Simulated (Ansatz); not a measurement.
SnC (model structure, started from the wurtzite type, P6₃mc, No. 186, 4 atoms in the cell), treated with G0W0@PBEsol in Ansatz (plane waves, hard PAW, contour deformation).

The same calculation (at the PBEsol cell, 15.900 Å³/atom) with different numerical settings; throughout: k mesh 3×3×2:

| run | response cutoff (eV) | empty bands | quasiparticle gap on the mesh (eV) | quasiparticle gap at Γ (eV) | rough time |
|---|---|---|---|---|---|
| 1 | 100 | 265 | 1.389 | 1.389 | 40 core-s |
| 2 | 150 | 487 | 1.404 | 1.404 | 3 core-min |
| 3 | 200 | 750 | 1.404 | 1.404 | 8 core-min |
| 4 | 250 | 1049 | 1.403 | 1.403 | 30 core-min |
| 5 | 300 | 1379 | 1.404 | 1.404 | 30 core-min |

In the column quasiparticle gap on the mesh (eV) the first row differs from the last by -0.015 and the next to last by -0.001.

The last row is no converged limit: other settings stay fixed.

Spin–orbit coupling is not included.

Note: filled d or f shells below the valence bands can shift G0W0 gaps through exchange with them, which wasn't tested here.

A model structure was made by putting elements into a prototype or built by hand; it is no filed structure, need not be a known phase, and can be a saddle point held by its symmetry.

Ansatz is a first-principles code.
